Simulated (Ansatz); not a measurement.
The starting structures come from a database of crystals and need not be the phases stable at ambient conditions.

The decay constant κ of evanescent states in the gap governs leakage through a thin film.

Here is the system:

```
Cu2RbVS4
1.0
    5.42580     0.00000     0.00000
   -2.71290     9.27718     0.00000
    0.00000     0.00000     7.48976
Rb V Cu S
2 2 4 8
Direct
  0.82434   0.36562   0.25000
  0.45872   0.63438   0.75000
  0.29059   0.78788   0.25000
  0.50271   0.21212   0.75000
  0.38118   0.00000   0.50000
  0.38118   0.00000   0.00000
  0.00125   0.20810   0.75000
  0.79315   0.79190   0.25000
  0.26837   0.21158   0.98956
  0.05679   0.78842   0.01044
  0.26837   0.21158   0.51044
  0.05679   0.78842   0.48956
  0.62282   0.98606   0.25000
  0.63676   0.01394   0.75000
  0.43218   0.59920   0.25000
  0.83298   0.40080   0.75000
```

Space group of this cell: Ama2. The cell is taken as given; by r2SCAN its mean pressure is -1.4 GPa.

Transport runs along the normal of the first two printed cell vectors.

The gap is the functional's own. No spin-orbit coupling. Mid-gap values are interpolated on the energy grid.

Question: Predict the band gap and the smallest decay constant κ at mid-gap from Ansatz (an electronic-structure program) with r2SCAN.

Answer: Gap 1.26 eV on a 6×6×4 mesh; κ = 0.273 1/Å, at (0.500, 0.500) of the in-plane reciprocal vectors. At the zone centre, at the nearest computed energy, the slowest state has κ = 0.28 1/Å.
